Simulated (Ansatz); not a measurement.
## Defect calculation: Co on the Al site in wurtzite AlN

Level of theory: PBE, PAW (plane waves to 420 eV; Ansatz, a quantum-chemistry and plane-wave program). Cell: 96 sites, 3×2×2; final energies on a 2×2×2 shifted mesh. Site at the start: the Al site. Energies of charged states are corrected for periodic images (point charge plus alignment at distant sites). Dielectric constants: PBE linear response of the host. Host gap at this level: 4.03 eV. A cell of this size leaves errors of a few tenths of an eV. Levels are measured in PBE's own, too narrow, gap. Spin–orbit coupling is left out, and no Hubbard U is applied to the open shells. Each state is the lowest found from its start.

Formation energies E_f are given with the Fermi level at the valence-band maximum. Chemical conditions: Al-rich (Δμ(Al) = 0.00 eV, Δμ(Co) = -1.77 eV, bounded by Al9Co2 (P2_1/c); only phases computed here count, gases as isolated molecules at 0 K). Reference phases: Al: fcc Al, Co: hcp Co, ferromagnetic.

```json
[
 {"charge": "+1", "moment (μB)": "1.0", "largest move off a lattice site (Å)": "0.08", "image correction with alignment (eV)": "0.28", "E_f, Al-rich (eV)": "6.06", "above the lowest spin state (eV)": "0.00"},
 {"charge": "+1", "moment (μB)": "5.0", "largest move off a lattice site (Å)": "0.03", "image correction with alignment (eV)": "0.29", "E_f, Al-rich (eV)": "6.19", "above the lowest spin state (eV)": "0.12"},
 {"charge": "0", "moment (μB)": "4.0", "largest move off a lattice site (Å)": "0.06", "image correction with alignment (eV)": "0.00", "E_f, Al-rich (eV)": "6.69", "above the lowest spin state (eV)": "0.00"},
 {"charge": "0†", "moment (μB)": "not spin-polarised", "largest move off a lattice site (Å)": "0.06", "image correction with alignment (eV)": "0.00", "E_f, Al-rich (eV)": "7.63", "above the lowest spin state (eV)": "0.94"},
 {"charge": "−1", "moment (μB)": "3.0", "largest move off a lattice site (Å)": "0.13", "image correction with alignment (eV)": "0.14", "E_f, Al-rich (eV)": "8.40", "above the lowest spin state (eV)": "0.00"},
 {"charge": "−1", "moment (μB)": "3.0", "largest move off a lattice site (Å)": "0.13", "image correction with alignment (eV)": "0.14", "E_f, Al-rich (eV)": "8.40", "above the lowest spin state (eV)": "0.00"},
 {"charge": "−2†", "moment (μB)": "2.0", "largest move off a lattice site (Å)": "0.23", "image correction with alignment (eV)": "0.72", "E_f, Al-rich (eV)": "–", "above the lowest spin state (eV)": "0.00"},
 {"charge": "−2†", "moment (μB)": "not spin-polarised", "largest move off a lattice site (Å)": "0.21", "image correction with alignment (eV)": "0.73", "E_f, Al-rich (eV)": "–", "above the lowest spin state (eV)": "1.08"}
]
```

† Not settled in this cell, so no level is given: charge −2: level within 0.1 eV of a band edge or past it.

Starting moments that weren't kept: charge −1 began with 1 μB and ended with 3.0.

Transition levels above the valence-band maximum: ε(+1/0) = 0.63 eV; ε(0/−1) = 1.72 eV. On the lower envelope of the bound states, inside the gap: (+1/0) at 0.63 eV; (0/−1) at 1.72 eV.

Flagged in the runs: a host whose relaxation on this sampling wasn't shown to rest.
